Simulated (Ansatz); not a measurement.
## A computed series for NbAs: pressure series

Base system: NbAs (space group I4_1md, No. 109; a = 3.474 Å, c = 11.749 Å).

Cell and atoms are relaxed at each pressure.

Level of theory: Ansatz (a quantum-chemistry and plane-wave program) PBE, scalar-relativistic without spin-orbit coupling.

Notes on the quantities. enthalpy: H = E + PV relative to the base's energy.

| variant | shortest interatomic distance | enthalpy |
|---|---|---|
| base | 2.631 Å | – |
| pressure −2 GPa | 2.642 Å | -0.22 eV/atom |
| pressure −1 GPa | 2.636 Å | -0.11 eV/atom |
| pressure 0.3 GPa | 2.629 Å | +0.03 eV/atom |
| pressure 0.7 GPa | ___ | +0.08 eV/atom |
| pressure 1.5 GPa | 2.623 Å | +0.17 eV/atom |
| pressure 3 GPa | 2.616 Å | +0.33 eV/atom |
| pressure 5 GPa | 2.606 Å | +0.54 eV/atom |
| pressure 7.5 GPa | 2.595 Å | +0.81 eV/atom |
| pressure 10 GPa | 2.584 Å | +1.07 eV/atom |

**Question.** Some entries are withheld; estimate them.

**Answer.** 
- pressure 0.7 GPa, shortest interatomic distance: 2.627 Å

Load acts through the strain it causes; cell and atoms are relaxed under it. No phonon test of stability was made. Competing high-pressure phases were not computed. The final runs are not spin-polarised.
